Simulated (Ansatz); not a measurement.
Abridged Ansatz (an electronic-structure program) output:

```
Relaxation: its limit of steps is 50 (relax.max_steps)
Pseudopotential: Ge, paw, valence charge 14
Crystal: 2 atoms, lattice volume = 45.150 Å³
Basis set: ecut = 420 eV, 893 PW (Γ), exchange–correlation on 54×54×54 points (8 copies of the dense FFT grid, shifted against one another)
Bands: 18, of which v1, the nominal top of the filled ones, is band 14 counted from 1 (13 counted from 0)
Symmetry: 12 space group operations
k-points: 288 of 2744
Functional: x = pbesol(κ = 0.804, μ = 0.12345679012345678), c = pbesol(β = 0.046)
SCF iter   1: F=—  HF=-8506.991452 eV  |F-HF|=—  |Δ(HF+E_count)|=         —  Δρ=2.54e-3  dr2=3.41e-3  ethr=1.77e-3  ⟨swp⟩=6.0  Hψ=24788  notcnv=0
SCF iter   2: F=—  HF=-8506.990133 eV  |F-HF|=—  |Δ(HF+E_count)|=   1.32e-3  Δρ=1.80e-3  dr2=1.87e-3  ethr=1.22e-5  ⟨swp⟩=1.4  Hψ=7614  notcnv=0
SCF 1 converged in 7 iterations: F = -8506.990115 eV  dr2 = 4.66e-8
relax step   1: F+E_penalty+E_count = -8506.99011541 eV  Δ(F+E_penalty+E_count) = +0.000e0 eV  max|allowed force component| = 1.212e-1 eV/Å  Δτ_max = 0.0000 Å  P = +0.879 GPa  Ω = 45.150 Å³  fix = [a, b, gamma]  reactions: a +1.569, b +1.569 GPa  (7 SCF iters, dr2 threshold 1.00e-7 eV, accepted)
[... steps on the carried basis left out ...]
relax step   3: F+E_penalty+E_count = -8506.99082127 eV  Δ(F+E_penalty+E_count) = -2.317e-5 eV  max|allowed force component| = 2.330e-4 eV/Å  Δτ_max = 0.0001 Å  P = +0.930 GPa  Ω = 45.109 Å³  energy of the carried Pulay correction = +6.093e-6 eV  fix = [a, b, gamma]  reactions: a +1.395, b +1.395 GPa  (4 SCF iters, dr2 threshold 5.37e-8 eV, accepted)
Crystal: 2 atoms, lattice volume = 45.109 Å³
SCF iter   1: F=—  HF=-8506.990819 eV  |F-HF|=—  |Δ(HF+E_count)|=         —  Δρ=5.74e-6  dr2=2.04e-8  ethr=2.36e-7  ⟨swp⟩=2.4  Hψ=36091  notcnv=0
SCF iter   2: F=—  HF=-8506.990816 eV  |F-HF|=—  |Δ(HF+E_count)|=   3.09e-6  Δρ=3.93e-6  dr2=1.30e-8  ethr=7.29e-11  ⟨swp⟩=2.3  Hψ=9410  notcnv=0
SCF 4 converged in 7 iterations: F = -8506.990816 eV  dr2 = 1.83e-13
SCF converged after 7 iterations
Free energy (F): -8506.990816 eV
Internal energy: -8506.990364 eV  (E = F + TS)
E sigma→0 (E₀):  -8506.990590 eV
Entropy (-TS):   -0.000452 eV (-0.226 meV/atom)
Fermi energy:    8.529291 eV
--- Forces (eV/Å), atoms counted from 1 ---
  atom   1  Ge     0.00000000     0.00000000    -0.00023751
  atom   2  Ge    -0.00000000    -0.00000000     0.00023751
--- Stress (GPa, compression-positive) ---
        1.395168       0.000000       0.000000
        0.000000       1.395168       0.000000
        0.000000       0.000000       0.000848
  P = ⅓ Tr σ = 0.9304 GPa (9.304 kbar)
--- Relaxed structure (3 steps of the walk, 3 accepted, 1 SCFs on fresh bases) ---
  cell:  # Å, volume = 45.1087 Å³
    - [3.9803329714770204, 2.8867407033332327e-11, 4.0318511698193644e-11]
    - [1.9901664857135102, 3.447069468834335, 3.761776949489898e-11]
    - [1.990166485713541, -1.149023156275518, 3.2876914068742322]
  atoms:
    - { symbol: Ge, position: [-0.0010538980378651955, 0.0005269490189325978, 0.0015808470567977933] }
    - { symbol: Ge, position: [0.501053898037865, 0.2494730509810674, 0.748419152943202] }
```

### Question
What was computed, and what are the main results?

### Answer
Ge, 2 atoms in the cell, with PBEsol (Ansatz; PAW; 420 eV plane waves; no SOC). The last SCF converged to F = -8506.990816 eV, or -4253.4954 eV per atom, at a pressure of 0.93 GPa. The total energy compares only with runs of the same code, potentials and settings.

The cells carry an imposed strain or load. Stability against distortions was not tested. The cell was made from Ge in the diamond structure (space group Fd-3m, No. 227) by this change: biaxial strain −0.83 %, plane normal [111], relaxed out of plane.

Keys are those of Ansatz 0.2.
